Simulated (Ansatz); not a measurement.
Worked example: self-consistent single point of Pt (Fm-3m, 1 atom in the cell) in Ansatz (a quantum-chemistry and plane-wave program).

Computed with PBEsol, default PAW files made with PBE (plane waves; Ansatz).

The change in words: lattice scaled by 0.98; kpoints.mp_grid.grid: 14 14 14 → 17 17 17. Reference geometry:
```
CELL_PARAMETERS angstrom
      0.00000     1.95412     1.95412
      1.95412     0.00000     1.95412
      1.95412     1.95412     0.00000
ATOMIC_POSITIONS crystal
  Pt 0.00000 0.00000 0.00000
```

Reference input (self-consistent single point, DFT, PBEsol, plane waves, default PAW files made with PBE): basis.ecutwfc = 420 eV; kpoints.mp_grid.grid = 14 14 14; hamiltonian.xc = pbesol; hamiltonian.pseudopotentials = {kind: paw} (the program's default PAW files); scf.occupations.method = gaussian; scf.occupations.width = 0.1 eV. This run's input differs from it in these lines:

Ansatz 0.2 input:
```diff
@@ -2,5 +2,5 @@
   lattice:
-    - [0.00000000, 1.95412000, 1.95412000]
-    - [1.95412000, 0.00000000, 1.95412000]
-    - [1.95412000, 1.95412000, 0.00000000]
+    - [0.00000000, 1.91503800, 1.91503800]
+    - [1.91503800, 0.00000000, 1.91503800]
+    - [1.91503800, 1.91503800, 0.00000000]
   atoms:
@@ -10,3 +10,3 @@
 kpoints:
-  mp_grid: { grid: [14, 14, 14] }
+  mp_grid: { grid: [17, 17, 17] }
 hamiltonian:
```

The program printed (abridged):

```
SCF iter   1: F=—  HF=-12383.761070 eV  |F-HF|=—  |Δ(HF+E_count)|=         —  Δρ=6.30e-3  dr2=4.09e-3  ethr=1.77e-3  ⟨swp⟩=5.0  Hψ=11900  notcnv=0
all-band conjugate gradients solve this SCF's bands
preconditioner: auto → none
SCF iter   2: F=—  HF=-12383.759796 eV  |F-HF|=—  |Δ(HF+E_count)|=   1.27e-3  Δρ=3.02e-3  dr2=8.67e-4  ethr=2.27e-5  ⟨swp⟩=1.3  Hψ=3605  notcnv=0
SCF iter   3: F=—  HF=-12383.759593 eV  |F-HF|=—  |Δ(HF+E_count)|=   2.04e-4  Δρ=3.53e-4  dr2=8.05e-6  ethr=4.82e-6  ⟨swp⟩=2.0  Hψ=2937  notcnv=0
SCF iter   4: F=—  HF=-12383.759596 eV  |F-HF|=—  |Δ(HF+E_count)|=   2.87e-6  Δρ=7.63e-5  dr2=2.13e-7  ethr=4.47e-8  ⟨swp⟩=2.4  Hψ=3507  notcnv=0
iter 5 did not close the SCF: its close was put off for the readings that it lacked (scf_convergence_deferred on its scf_iter line)
SCF iter   5: F=-12383.759596 eV  HF=-12383.759596 eV  |F-HF|=6.06e-9  |Δ(HF+E_count)|=   9.46e-8  Δρ=9.30e-6  dr2=9.89e-9  ethr=1.18e-9  ⟨swp⟩=2.0  Hψ=3309  notcnv=0
SCF iter   6: F=-12383.759596 eV  HF=-12383.759596 eV  |F-HF|=0.00e0  |Δ(HF+E_count)|=   2.27e-9  Δρ=6.51e-7  dr2=2.26e-11  ethr=5.49e-11  ⟨swp⟩=2.2  Hψ=6677  notcnv=0
SCF 1 converged in 6 iterations: F = -12383.759596 eV  dr2 = 2.26e-11
Free energy (F): -12383.759596 eV
Internal energy: -12383.750926 eV  (E = F + TS)
E sigma→0 (E₀):  -12383.755261 eV
Entropy (-TS):   -0.008670 eV (-8.670 meV/atom)
Fermi energy:    25.518918 eV
--- Forces (eV/Å), atoms counted from 1 ---
  atom   1  Pt     0.00000000     0.00000000     0.00000000
--- Stress (GPa, compression-positive) ---
       23.474531       0.000000       0.000000
        0.000000      23.474531      -0.000000
        0.000000       0.000000      23.474531
  P = ⅓ Tr σ = 23.4745 GPa (234.745 kbar)
  The stress holds the Pulay correction. Without it, at fixed plane waves, as pw.x and ABINIT print it: P = 23.3974 GPa
```

The run converged in 6 iterations. Against the reference run the free energy goes up by 71.0 meV/atom and the pressure goes from 2.09 to 23.47 GPa.

The starting cell has typed, rounded lattice constants, without a prior relaxation at this level. Its lattice was rescaled by up to half a per cent. For this run, on top of that: lattice scaled by 0.98. Spin polarisation is off. With a pressure of about 23 GPa the cell is away from its equilibrium volume at this level. Ansatz's pressure includes its estimate of the finite-basis (Pulay) stress.
